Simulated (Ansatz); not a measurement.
System: MgCO3 (R-3c, No. 167). Method: LDA (plane waves, PAW; Ansatz, a program for electronic structure).

Numerical settings: plane-wave cutoff 520 eV, 10×10×10 k mesh, perturbation theory, scalar-relativistic PAW data made under PBE.

Cell (relaxed at this level):

```yaml
crystal:
  lattice:
    - [2.29903, 1.32735, 4.86411]
    - [-2.29903, 1.32735, 4.86411]
    - [0.00000, -2.65470, 4.86411]
  atoms:
    - { symbol: Mg, position: [0.00000, 0.00000, 0.00000] }
    - { symbol: Mg, position: [0.50000, 0.50000, 0.50000] }
    - { symbol: C, position: [0.75000, 0.75000, 0.75000] }
    - { symbol: C, position: [0.25000, 0.25000, 0.25000] }
    - { symbol: O, position: [0.75000, 0.02836, 0.47164] }
    - { symbol: O, position: [0.52836, 0.25000, 0.97164] }
    - { symbol: O, position: [0.02836, 0.47164, 0.75000] }
    - { symbol: O, position: [0.25000, 0.97164, 0.52836] }
    - { symbol: O, position: [0.47164, 0.75000, 0.02836] }
    - { symbol: O, position: [0.97164, 0.52836, 0.25000] }
```

Question: Give the computed electronic dielectric constant ε∞ (mean over three axes) and static dielectric constant (mean over three axes).

Answer: 
- electronic dielectric constant ε∞ (mean over three axes): 2.85
- static dielectric constant (mean over three axes): 6.59

Computing time: very roughly 100 core-minutes.
